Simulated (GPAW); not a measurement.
```xyz
8
Lattice="5.2074 0.0000 0.0000 0.0000 3.2032 5.9208 0.0000 -3.2032 5.9208" Properties=species:S:1:pos:R:3 pbc="T T T"
Ca     2.5727    -0.0085     2.0158
Mg     2.5897     1.6412     4.8929
Mg     2.6467    -1.5719     4.9473
Mg    -0.0665     1.6272     6.8728
Mg    -0.0072    -1.5998     6.8584
Mg     0.0473    -0.0891     4.0216
Mg    -0.0303    -0.0018     9.9061
Sn     2.6624     0.0027     7.8513
```

Method of the run: PBEsol, GPAW PAW datasets PBEsol (made by gpaw-setup) (plane waves; GPAW).

The set-up and first iterations of a GPAW log for CaMg6Sn (P1, 8 atoms in the cell):

```
Input parameters:
  convergence: {density: 1e-05,
                energy: 1e-05}
  kpts: {gamma: True,
         size: (4, 3, 3)}
  maxiter: 120
  mode: {ecut: 800.0,
         name: pw}
  nbands: -14
  occupations: {fixmagmom: False,
                name: fermi-dirac,
                width: 0.1}
  symmetry: {symmorphic: False,
             tolerance: 0.0005}
  xc: PBEsol

species:
  Ca:
    name: Calcium
    Z: 20.0
    valence: 10
    core: 10
    charge: 0.0
    file: Ca.PBEsol.gz

    # Using partial waves for Ca as LCAO basis

  Mg:
    name: Magnesium
    Z: 12.0
    valence: 10
    core: 2
    charge: 0.0
    file: Mg.PBEsol.gz

    # Using partial waves for Mg as LCAO basis

  Sn:
    name: Tin
    Z: 50.0
    valence: 14
    core: 36
    charge: 0.0
    file: Sn.PBEsol.gz

    # Using partial waves for Sn as LCAO basis

Reference energy: -219049.567913  # eV

Spin-paired calculation

Convergence criteria:
   [... lines left out ...]
  External potential:
    NoExternalPotential

XC parameters: PBEsol with 2 nearest neighbor stencil

Number of atoms: 8
Number of atomic orbitals: 62
Number of bands in calculation: 56
Number of valence electrons: 84
Bands to converge: occupied

Density initialized from atomic densities
  56 bands from LCAO basis set

Atomic positions and initial magnetic moments

Positions:
   0 Ca     2.572655   -0.008524    2.015822    ( 0.0000,  0.0000,  0.0000)
   1 Mg     2.589657    1.641218    4.892929    ( 0.0000,  0.0000,  0.0000)
   2 Mg     2.646693   -1.571872    4.947276    ( 0.0000,  0.0000,  0.0000)
   3 Mg    -0.066462    1.627169    6.872782    ( 0.0000,  0.0000,  0.0000)
   4 Mg    -0.007243   -1.599762    6.858383    ( 0.0000,  0.0000,  0.0000)
   5 Mg     0.047340   -0.089092    4.021631    ( 0.0000,  0.0000,  0.0000)
   6 Mg    -0.030265   -0.001816    9.906103    ( 0.0000,  0.0000,  0.0000)
   7 Sn     2.662351    0.002678    7.851275    ( 0.0000,  0.0000,  0.0000)

Unit cell:
           periodic     x           y           z      points  spacing
  1. axis:    yes    5.207360    0.000000    0.000000    35     0.1488
  2. axis:    yes    0.000000    3.203240    5.920790    45     0.1252
  3. axis:    yes    0.000000   -3.203240    5.920790    45     0.1252

  Lengths:   5.207360   6.731753   6.731753
  Angles:   56.828163  90.000000  90.000000

Effective grid spacing dv^(1/3) = 0.1407
     iter     time        total  log10-change:
                         energy   eigst   dens
iter:   1 --:--:--   -18.217573
iter:   2 --:--:--   -18.678022   -0.28  -1.52
iter:   3 --:--:--   -18.721527   -0.91  -1.55
iter:   4 --:--:--   -18.571255   -1.67  -1.59
iter:   5 --:--:--   -18.629271   -2.19  -1.85
```

Task: Will this run converge, and how will it end?

Result: The run converged in 26 iterations. Convergence of the loop says nothing yet on basis, mesh or lower states. It ends on: free energy E − TS (from the program's reference atoms) -18.6032 eV; Fermi level (on the code's own zero) 4.10 eV; pressure -0.89 GPa; largest force (vector length) 0.306 eV/Å. The log goes on:

```
   [... 2 lines left out ...]
iter:   8 --:--:--   -18.554900   -3.97  -2.63
iter:   9 --:--:--   -18.553844   -4.84  -3.01
iter:  10 --:--:--   -18.552828   -4.95  -3.17
   [... lines left out ...]
iter:  12 --:--:--   -18.552809c  -6.62  -3.47
iter:  13 --:--:--   -18.552718c  -5.89  -3.51
iter:  14 --:--:--   -18.552713c  -6.65  -4.01
iter:  15 --:--:--   -18.552718c  -7.88c -4.10
iter:  16 --:--:--   -18.552727c  -7.39  -4.10
iter:  17 --:--:--   -18.552708c  -7.28  -4.21
iter:  18 --:--:--   -18.552711c  -8.05c -4.42
iter:  19 --:--:--   -18.552711c  -8.62c -4.44
iter:  20 --:--:--   -18.552709c  -7.98c -4.48
iter:  21 --:--:--   -18.552707c  -8.34c -4.64
iter:  22 --:--:--   -18.552703c  -8.37c -4.71
iter:  23 --:--:--   -18.552703c  -9.03c -4.81
iter:  24 --:--:--   -18.552704c  -9.34c -4.87
iter:  25 --:--:--   -18.552706c  -9.25c -4.94
iter:  26 --:--:--   -18.552707c  -9.16c -5.07c
Converged after 26 iterations.

Dipole moment: (0.974557, 0.154592, -1.577238) |e|*Ang

Energy contributions relative to reference atoms: (reference = -219049.567913)

Kinetic:         -8.635933
Potential:      +18.739463
External:        +0.000000
XC:             -27.776288
Entropy (-ST):   -0.100924
Local:           -0.829487
SIC:             +0.000000
--------------------------
Free energy:    -18.603169
Extrapolated:   -18.552707

Showing only first 2 kpts
 Kpt  Band  Eigenvalues  Occupancy
  0    40      2.30084    2.00000
  0    41      3.45323    1.99676
  0    42      5.19611    0.00003
  0    43      5.59447    0.00000

  1    40      3.83645    1.86064
  1    41      4.33980    0.16007
  1    42      4.42642    0.07059
  1    43      4.81987    0.00143

Fermi level: 4.09561

No gap
No difference between direct/indirect transitions
Energy (eV): -18.552707

Forces in eV/Ang:
  0 Ca    0.12159    0.06240    0.00977
  1 Mg    0.00024   -0.07571    0.12466
  2 Mg   -0.08914   -0.03483    0.09650
  3 Mg    0.14085   -0.26106   -0.07419
  4 Mg    0.02487    0.17503    0.04731
  5 Mg   -0.15669    0.24532    0.01072
  6 Mg    0.09437   -0.07948   -0.19723
  7 Sn   -0.13613   -0.03173   -0.01780

Stress tensor:
     0.004550     0.000710     0.001033
     0.000710     0.006724     0.000620
     0.001033     0.000620     0.005426
Stress (GPa, Voigt): [0.7289 1.0773 0.8693 0.0993 0.1656 0.1137]
```

For comparison: a first run was changed to give this one (atoms moved at random), and from it to this one the free energy rises by 5.8 meV/atom, the pressure moves little (-0.99 to -0.89 GPa) and the largest force goes from 0.157 to 0.306 eV/Å.

The starting cell comes from a database of computed structures (which also holds hypothetical and non-ambient phases and stackings), without a prior relaxation at this level. For this run, on top of that: atoms moved at random.

The run was DFT PBEsol, plane waves, GPAW PAW datasets PBEsol (made by gpaw-setup). Main settings of its input:

* **mode**: pw
* **ecut**: 800 eV
* **xc**: PBEsol
* **kpts**: 4 3 3
* **mesh shift (steps)**: 0 0 0
* **occupations.name**: fermi-dirac
* **occupations.width**: 0.1 eV
* **nbands**: -14
* **convergence.density**: 1e-05 e/electron
* **convergence.energy**: 1e-05 eV/electron
* **symmetry.symmorphic**: false
* **symmetry.tolerance**: 0.0005
